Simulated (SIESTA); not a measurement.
Input and output of a self-consistent single point for CdPbF6 (P1, 8 atoms in the cell) (SIESTA).

Method of the run: SIESTA with LDA PW92, numerical atomic orbitals TZP, PseudoDojo LDA standard norm-conserving potentials (rewritten from UPF to PSML).

The change in words: lattice scaled by 0.98. Reference geometry:
```yaml
crystal:
  lattice:
    - [2.64395, 1.52649, 5.11194]
    - [-2.64395, 1.52649, 5.11194]
    - [0.00000, -3.05297, 5.11194]
  atoms:
    - { symbol: Cd, position: [0.50875, 0.50116, 0.49611] }
    - { symbol: Pb, position: [0.00110, 0.99800, 0.00216] }
    - { symbol: F, position: [0.23730, 0.60887, 0.91307] }
    - { symbol: F, position: [0.75486, 0.39240, 0.08758] }
    - { symbol: F, position: [0.91460, 0.24163, 0.60508] }
    - { symbol: F, position: [0.07982, 0.75804, 0.40344] }
    - { symbol: F, position: [0.60308, 0.91667, 0.23472] }
    - { symbol: F, position: [0.40049, 0.08322, 0.75784] }
```

Reference input (self-consistent single point, DFT, LDA PW92, numerical atomic orbitals TZP, PseudoDojo LDA standard norm-conserving potentials (rewritten from UPF to PSML)): XC.functional = LDA; XC.authors = PW92; potentials = PseudoDojo LDA standard; PAO.BasisSize = TZP; PAO.EnergyShift = 0.01 Ry; MeshCutoff = 400 Ry; kgrid.MonkhorstPack = 3 3 3; OccupationFunction = FD; ElectronicTemperature = 0.01 eV; MaxSCFIterations = 150; SCF.Mixer.Method = Pulay; SCF.Mixer.Weight = 0.25. This run's input differs from it in these lines:

```diff
@@ -11,7 +11,7 @@
 %endblock ChemicalSpeciesLabel
-LatticeConstant              5.954203 Ang
+LatticeConstant              5.835118 Ang
 %block LatticeVectors
-     0.444047675    0.256371004    0.858542613
-    -0.444047675    0.256371004    0.858542613
-     0.000000000   -0.512742008    0.858542613
+     0.444047747    0.256370994    0.858542706
+    -0.444047747    0.256370994    0.858542706
+     0.000000000   -0.512742159    0.858542706
 %endblock LatticeVectors
@@ -19,10 +19,10 @@
 %block AtomicCoordinatesAndAtomicSpecies
-     0.020046429    0.027009626    7.698684473  1
-     0.008201533   -0.007962146    0.006461488  2
-    -0.982423077   -1.495912558    8.993144496  3
-     0.958312897    1.483897595    6.312444733  3
-     1.779296388   -0.082312651    9.003664862  3
-    -1.793158617    0.047296611    6.345452510  3
-    -0.829126856    1.603273301    8.968740108  3
-     0.838853948   -1.575285199    6.346745830  3
+     0.019645500    0.026468932    7.544710392  1
+     0.008037502   -0.007802903    0.006332258  2
+    -0.962774616   -1.465994926    8.813281148  3
+     0.939146639    1.454219264    6.186195517  3
+     1.743710460   -0.080666987    8.823591107  3
+    -1.757295445    0.046350266    6.218543137  3
+    -0.812544319    1.571207286    8.789364850  3
+     0.822076869   -1.543779943    6.219810591  3
 %endblock AtomicCoordinatesAndAtomicSpecies
```

Log, with long lists cut:

```
        iscf     Eharris(eV)        E_KS(eV)     FreeEng(eV)     dDmax    Ef(eV) dHmax(eV)
   scf:    1   -10683.431184   -10686.396485   -10686.396485  1.527809 -5.231277 12.321051
   scf:    2   -10692.869271   -10690.143263   -10690.143263  0.342233 -5.711803  5.149153
   scf:    3   -10691.204880   -10690.829749   -10690.829749  0.197131 -7.153665  1.247892
   scf:    4   -10690.912639   -10690.882519   -10690.882519  0.063418 -7.709790  0.362109
   scf:    5   -10690.887830   -10690.885585   -10690.885585  0.013125 -7.611072  0.080530
   [... 3 lines left out ...]
   scf:    9   -10690.886792   -10690.886791   -10690.886791  0.000063 -7.599468  0.003031
   scf:   10   -10690.886791   -10690.886791   -10690.886791  0.000113 -7.598442  0.000309
   scf:   11   -10690.886791   -10690.886791   -10690.886791  0.000012 -7.598523  0.000159
   scf:   12   -10690.886791   -10690.886791   -10690.886791  0.000007 -7.598558  0.000022
SCF Convergence by DM+H criterion
max |DM_out - DM_in|         :     0.0000066361
max |H_out - H_in|      (eV) :     0.0000219552
SCF cycle converged after 12 iterations

Using DM_out to compute the final energy and forces

siesta: E_KS(eV) =           -10690.8868

siesta: E_KS - E_eggbox =    -10690.8868

siesta: Atomic forces (eV/Ang):
     1   -0.176215   -0.259062   -0.337368
     2    0.054791    0.098862    0.296740
     3    0.789730   -0.071295   -0.549398
     4   -0.681484    0.104861    0.433329
     5   -0.079619    0.486818   -0.234692
     6    0.284166   -0.373726    0.359560
     7   -0.371672   -0.322548   -0.270688
     8    0.176601    0.339198    0.303072
   Tot   -0.003702    0.003109    0.000555
   Max    0.789730
   Res    0.359876    sqrt( Sum f_i^2 / 3N )
   Max    0.789730    constrained

   [... lines left out ...]
siesta: FreeEng =    -10690.886791
   [... lines left out ...]
siesta:    -0.001611    0.000191    0.006289
siesta:     0.000191    0.006028    0.000702
siesta:     0.006289    0.000702    0.004806

siesta: Cell volume =        116.509339 Ang**3

siesta: Pressure (static):
siesta:                Solid            Molecule  Units
siesta:          -0.00003348          0.00019927  Ry/Bohr**3
siesta:          -0.00307437          0.01829587  eV/Ang**3
siesta:          -4.92567983         29.31321910  kBar
```

The run converged in 12 iterations. Against the reference run the free energy goes down by 22.0 meV/atom, the pressure goes from -6.84 to -0.49 GPa, the largest force goes from 0.432 to 0.965 eV/Å and the gap on the mesh goes from 2.192 to 2.390 eV.

The starting cell comes from a database of computed structures (which also holds hypothetical and non-ambient phases and stackings), without a prior relaxation at this level. Its atoms were displaced at random from the sites of space group no. 148. For this run, on top of that: lattice scaled by 0.98. Spin-orbit coupling is off. Values carry the incompleteness of an atom-centred basis.

Cost on one core of a shared machine: roughly 50 s.
